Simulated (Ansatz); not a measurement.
The starting structures come from a database of crystals and need not be the phases stable at ambient conditions.

 Where the default PAW files enter, the runs use the earlier of Ansatz's two default sets.

Here is the system:

```
BiVO4
1.0
    6.43808     0.00000     0.00000
    0.00000     7.30151     0.00000
    3.21904    -3.65076     3.65076
V Bi O
2 2 8
Cartesian
  1.60952   3.65076   0.00000
  3.21904   0.00000   0.00000
  0.00000   0.00000   0.00000
  4.82856   3.65076   0.00000
  5.33897   3.65075   2.32531
  0.51041   2.32531   0.00000
  2.11993   0.00000   1.32544
  0.51041   4.97620   0.00000
  5.92767   0.00000   2.32531
  4.31815   1.32544   0.00000
  2.70863   3.65076   1.32544
  4.31815   5.97607   0.00000
```

Space group of this cell: I4_1/amd. The cell is taken as given; by r2SCAN its mean pressure is -0.8 GPa.

Transport runs along the normal of the first two printed cell vectors, the (100) plane of the conventional cell.

The gap is the functional's own, uncorrected, and κ follows it; spin-orbit coupling is left out. Mid-gap values are interpolated between the computed energies.

Compute, with r2SCAN in Ansatz (a quantum-chemistry and plane-wave program), the band gap and the smallest decay constant κ at mid-gap.

Gap 2.82 eV on a 8×8×8 mesh; κ = 0.403 1/Å, at (0.333, 0.000) of the in-plane reciprocal vectors. At the zone centre, at the nearest computed energy, the slowest state has κ = 0.45 1/Å.
